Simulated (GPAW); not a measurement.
# Short convergence ladders for the (111) slab of Ca (cut from a parent of space group no. 225; 3 atoms in the cell)

```
CELL_PARAMETERS angstrom
      3.95749     0.00000     0.00000
      1.97875     3.42729     0.00000
      0.00000     0.00000    20.46258
ATOMIC_POSITIONS crystal
  Ca 0.00000 0.00000 0.34209
  Ca 0.33333 0.33333 0.50000
  Ca 0.66667 0.66667 0.65791
```

Base method: PBEsol, GPAW PAW datasets PBEsol (made by gpaw-setup) (plane waves; GPAW).

Base settings: mode = pw; ecut = 550 eV; xc = PBEsol; kpts = 5 5 1; mesh shift (steps) = 0 0 0; occupations.name = methfessel-paxton; occupations.width = 0.1 eV; occupations.order = 0; nbands = -9; symmetry.symmorphic = false.

The count of work is k-points × plane waves × bands × iterations; it is no time. Core times come from one kind of shared machine, to one figure; runs under 30 s give none.

**The vacuum**

The mesh stays at the base's, so the ladder's end is converged at best in this setting alone.

Only quantities that move along the ladder and can be compared are tabulated.

| vacuum between outermost atoms (Å) | free energy less the last step's (meV/atom) | largest difference of a force vector from the last step's (eV/Å) | count of work / last |
|---|---|---|---|
| 3.0 | -354.40 | 0.030 | 0.19 |
| 4.0 | -278.51 | 0.418 | 0.26 |
| 5.0 | -149.91 | 0.294 | 0.28 |
| 6.0 | -66.21 | 0.138 | 0.31 |
| 7.0 | -24.61 | 0.046 | 0.33 |
| 8.0 | -7.69 | 0.002 | 0.38 |
| 10.0 | -0.65 | 0.004 | 0.43 |
| 12.0 | -0.04 | 0.000 | 0.51 |
| 14.0 | 0.01 | 0.001 | 0.53 |
| 17.0 | 0.00 | 0.000 | 0.64 |
| 20.0 | 0.00 | 0.002 | 0.69 |
| 25.0 | 0.02 | 0.003 | 0.86 |
| 30.0 | 0.00 | 0.000 | 1.0 |

Smallest vacuum between outermost atoms (Å) that holds the forces within 0.01 eV/Å of the last step, with all finer ones: 8.0, at 0.38 of the last step's count of work; the step before is off by 0.046 eV/Å.

Smallest vacuum between outermost atoms (Å) that holds the free energy within 2 meV/atom of the last step, with all finer ones: 10.0, at 0.43 of the last step's count of work; the step before is off by 7.7 meV/atom.

**The k-point mesh**

Only quantities that move along the ladder and can be compared are tabulated.

```csv
kpts,free energy less the last step's (meV/atom),largest difference of a force vector from the last step's (eV/Å),count of work / last,core time / last (rough)
2 2 1,198.48,0.394,0.028,–
3 3 1,19.85,0.049,0.048,–
4 4 1,-19.09,0.026,0.079,0.1
5 5 1,9.04,0.039,0.073,–
6 6 1,5.91,0.005,0.13,0.1
7 7 1,-0.56,0.030,0.14,0.2
8 8 1,-3.45,0.023,0.15,0.1
10 10 1,-0.79,0.015,0.23,0.2
11 11 1,-0.05,0.002,0.27,0.2
13 13 1,1.11,0.004,0.35,0.3
15 15 1,1.08,0.008,0.44,0.5
18 18 1,0.24,0.002,0.60,0.6
21 21 1,0.01,0.002,0.74,0.6
25 25 1,0.00,0.000,1.0,1
```

Coarsest kpts that holds the free energy within 0.5 meV/atom of the last step, with all finer ones: 18 18 1; the step before is off by 1.1 meV/atom.

Coarsest kpts that holds the forces within 0.02 eV/Å of the last step, with all finer ones: 10 10 1, at 0.23 of the last step's count of work and about 0.2 of the last step's time; the step before is off by 0.023 eV/Å.

**The plane-wave cutoff**

The mesh stays at the base's, so the ladder's end is converged at best in this setting alone.

Only quantities that move along the ladder and can be compared are tabulated.

```csv
ecut,free energy less the last step's (meV/atom),count of work / last,core time / last (rough)
275 eV,309.22,0.13,–
330 eV,117.98,0.17,–
385 eV,36.75,0.20,–
470 eV,6.75,0.29,–
550 eV,2.40,0.35,–
660 eV,0.55,0.46,0.3
825 eV,-0.10,0.72,0.5
1100 eV,0.00,1.0,1
```

Coarsest ecut that holds the free energy within 2 meV/atom of the last step, with all finer ones: 660 eV, at about 0.3 of the last step's time; the step before is off by 2.4 meV/atom.

On the base run: the starting cell has typed, rounded lattice constants, without a prior relaxation at this level. The slab is cut from that crystal, and its faces are unrelaxed. Its lattice was rescaled by up to half a per cent.

Left out of this page: 1 run of the series outside the window shown, repeating another row's setting, or not comparable.
